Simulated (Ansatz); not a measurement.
Output of an Ansatz run (abridged):

```
WARN ansatz: RAYON_NUM_THREADS=1 ignored (pool sized by the plan → 1); use --threads N
Pseudopotentials: kind: paw
Pseudopotential: Mo, paw, valence charge 14
Pseudopotential: Cl, paw, valence charge 7
Crystal: 7 atoms, lattice volume = 185.330 Å³
Basis set: ecut = 420 eV, 3613 PW (Γ)
Bands: 35, of which v1, the nominal top of the filled ones, is band 28 counted from 1 (27 counted from 0)
Symmetry: 6 space group operations
Space group: P31m (ITA 157), of the structure as read, at distance tolerance 5.7e-5 Å
k-points: 13 of 64 (time reversal used)
PAW frozen core: Mo, regenerated for the run's functional, and the local potential with it
PAW frozen core: Cl, regenerated for the run's functional, and the local potential with it
Initial density: superposition of atomic densities (neutral atoms: chi_scale 0, normalization atom), corrected by the library's trained network
Initial wavefunctions: pseudopotential atomic-orbital guess
Eigensolver: davidson
Functional: x = slater, c = lda
SCF iter   1: F=—  HF=-11112.242504 eV  |F-HF|=—  |Δ(HF+E_count)|=         —  Δρ=5.70e-3  dr2=4.43e-2  ethr=1.77e-3  ⟨swp⟩=4.0  Hψ=1625  notcnv=0  defer=53
all-band conjugate gradients solve this SCF's bands
preconditioner: auto → Resta (q_TF=auto, 2.235 Å⁻¹)
SCF iter   2: F=—  HF=-11112.236050 eV  |F-HF|=—  |Δ(HF+E_count)|=   6.45e-3  Δρ=3.28e-3  dr2=1.63e-2  ethr=7.91e-5  ⟨swp⟩=2.5  Hψ=750  notcnv=0  defer=62
SCF iter   3: F=—  HF=-11112.234449 eV  |F-HF|=—  |Δ(HF+E_count)|=   1.60e-3  Δρ=2.02e-3  dr2=1.27e-2  ethr=2.91e-5  ⟨swp⟩=3.0  Hψ=720  notcnv=0  defer=61
SCF iter   4: F=—  HF=-11112.232920 eV  |F-HF|=—  |Δ(HF+E_count)|=   1.53e-3  Δρ=3.11e-4  dr2=2.98e-4  ethr=2.27e-5  ⟨swp⟩=2.0  Hψ=458  notcnv=0  defer=62
SCF iter   5: F=—  HF=-11112.232966 eV  |F-HF|=—  |Δ(HF+E_count)|=   4.63e-5  Δρ=7.08e-5  dr2=1.44e-5  ethr=5.32e-7  ⟨swp⟩=2.1  Hψ=570  notcnv=0  defer=26
SCF iter   6: F=—  HF=-11112.232996 eV  |F-HF|=—  |Δ(HF+E_count)|=   3.00e-5  Δρ=3.41e-5  dr2=3.93e-6  ethr=2.56e-8  ⟨swp⟩=2.0  Hψ=705  notcnv=0  defer=26
SCF iter   7: F=—  HF=-11112.232996 eV  |F-HF|=—  |Δ(HF+E_count)|=   1.34e-7  Δρ=1.17e-5  dr2=4.76e-7  ethr=7.01e-9  ⟨swp⟩=2.4  Hψ=664  notcnv=0  defer=26
SCF iter   8: F=-11112.232996 eV  HF=-11112.232996 eV  |F-HF|=1.59e-8  |Δ(HF+E_count)|=   1.01e-7  Δρ=3.40e-6  dr2=3.34e-8  ethr=1.79e-10  ⟨swp⟩=12.9  Hψ=2265  notcnv=0
SCF 1 converged in 8 iterations: F = -11112.232996 eV  dr2 = 3.34e-8
SCF converged after 8 iterations
Free energy (F): -11112.232996 eV
Harris-Foulkes:  -11112.232996 eV  (|F-HF|=1.59e-8)
Internal energy: -11112.232996 eV  (E = F + TS)
E sigma→0 (E₀):  -11112.232996 eV
Fermi energy:    1.681689 eV
--- Per-component energies (eV) ---
  E_band       = -476.666252
  E_kinetic    = 1396.135251
  E_local      = -3820.046001  (includes V_loc(G=0)·N_el)
  E_nonlocal   = 325.553451
  E_hartree    = 1351.205276
  E_xc         = -810.888473
  E_vxc        = -948.054148  (∫ρ·V_xc dr)
  E_paw        = -6837.770110  (= ΣΔE_a)
  E_vpaw       = -132.666530  (= ΣTr[D̂ρ^β])
  E_aug_tail   = 0.000620  (compensation charges beyond the density's cutoff)
  E_ewald      = -2718.038776
  E_core_change = 1.615767  (= ΣΔE_core)
  E_smearing   = -0.000000  (= −TS)
  E_closure    = 0.000000  (closes the sum)
  Σ components = -11112.232996   (vs F -11112.232996, Δ=0.00e0)
--- Forces (eV/Å), atoms counted from 1 ---
  atom   1  Mo    -0.00000000     0.00000000    -0.83667253
  atom   2  Cl    -0.12201339    -0.21133339     0.17285657
  atom   3  Cl    -0.02962217    -0.05130711     0.10604109
  atom   4  Cl     0.24402678     0.00000000     0.17285657
  atom   5  Cl     0.05924434     0.00000000     0.10604109
  atom   6  Cl    -0.12201339     0.21133339     0.17285657
  atom   7  Cl    -0.02962217     0.05130711     0.10604109
  max |Σ_I F_I| component: 2.04e-5 eV/Å
--- Stress (GPa, compression-positive) ---
       -1.923449       0.000000       0.000000
        0.000000      -1.923449       0.000000
        0.000000       0.000000      -2.181899
  P = ⅓ Tr σ = -2.0096 GPa (-20.096 kbar)
  The stress holds the Pulay correction. Without it, at fixed plane waves, as pw.x and ABINIT print it: P = -2.0132 GPa
--- Band table (eV; the first three rows and the last of 13) ---
  k-point 0: bands = ["-60.1063", "-34.1862", "-34.1862", "-34.1827", "-12.6253", "-11.8010", "-11.8010", "-11.4958", "-11.3864", "-11.3864", "-2.3321", "-2.3321", "-2.3298", "-2.1644", "-1.5141", "-1.5141", "-0.5606", "-0.5606", "-0.4035", [...]
  k-point 1: bands = ["-60.1063", "-34.1862", "-34.1862", "-34.1827", "-12.5441", "-11.8165", "-11.8165", "-11.6092", "-11.3673", "-11.3673", "-2.2414", "-2.2414", "-2.0821", "-1.9651", "-1.6978", "-1.6978", "-0.7940", "-0.7940", "-0.5781", [...]
  k-point 2: bands = ["-60.1063", "-34.1862", "-34.1862", "-34.1828", "-12.4388", "-11.8309", "-11.8309", "-11.7462", "-11.3494", "-11.3494", "-2.1249", "-2.1249", "-1.9214", "-1.8456", "-1.8456", "-1.4865", "-1.0336", "-1.0336", "-0.7804", [...]
  k-point 12: bands = ["-60.1063", "-34.1862", "-34.1862", "-34.1827", "-12.3585", "-11.8975", "-11.8845", "-11.5201", "-11.4745", "-11.4304", "-2.3900", "-2.3752", "-2.0697", "-1.8564", "-1.7335", "-1.4858", "-0.7256", "-0.5772", "-0.4579", [...]
```

The structure:

```xyz
7
Lattice="6.1550 0.0000 0.0000 -3.0775 5.3304 0.0000 0.0000 0.0000 5.6489" Properties=species:S:1:pos:R:3 pbc="T T T"
Mo     0.0000     0.0000     2.8745
Cl     0.9344     1.6183     1.5043
Cl     2.1431     3.7120     4.1447
Cl     4.2863     0.0000     1.5043
Cl     1.8687     0.0000     4.1447
Cl    -2.1431     3.7120     1.5043
Cl    -0.9344     1.6183     4.1447
```

Write an input that gives this output.

Other spellings and defaults could give the same log, and not every line can be read from it. The input that was run (DFT, LDA (PW92), plane waves, default PAW files made with PBE):

Ansatz 0.2 input:
```yaml
# MoCl6
crystal:
  lattice:
    - [6.15496000, 0.00000000, 0.00000000]
    - [-3.07748000, 5.33035200, 0.00000000]
    - [0.00000000, 0.00000000, 5.64892200]
  atoms:
    - { symbol: Mo, position: [0.00000000, 0.00000000, 0.50885100] }
    - { symbol: Cl, position: [0.30361000, 0.30361000, 0.26629000] }
    - { symbol: Cl, position: [0.69639000, 0.69639000, 0.73371000] }
    - { symbol: Cl, position: [0.69639000, 0.00000000, 0.26629000] }
    - { symbol: Cl, position: [0.30361000, 0.00000000, 0.73371000] }
    - { symbol: Cl, position: [0.00000000, 0.69639000, 0.26629000] }
    - { symbol: Cl, position: [0.00000000, 0.30361000, 0.73371000] }
basis:
  ecutwfc: 420.0
kpoints:
  mp_grid: { grid: [4, 4, 4] }
hamiltonian:
  xc: lda
  pseudopotentials: { kind: paw }
scf:
  occupations: { method: fixed }
output:
  forces: true
  eigenvalues: true
  stress: true
```

The starting cell comes from a database of computed structures (which also holds hypothetical and non-ambient phases and stackings), without a prior relaxation at this level. Its lattice was rescaled by up to half a per cent. One atom was moved a little off its site on purpose. Ansatz's pressure includes its estimate of the finite-basis (Pulay) stress.

Ansatz is an electronic-structure program.
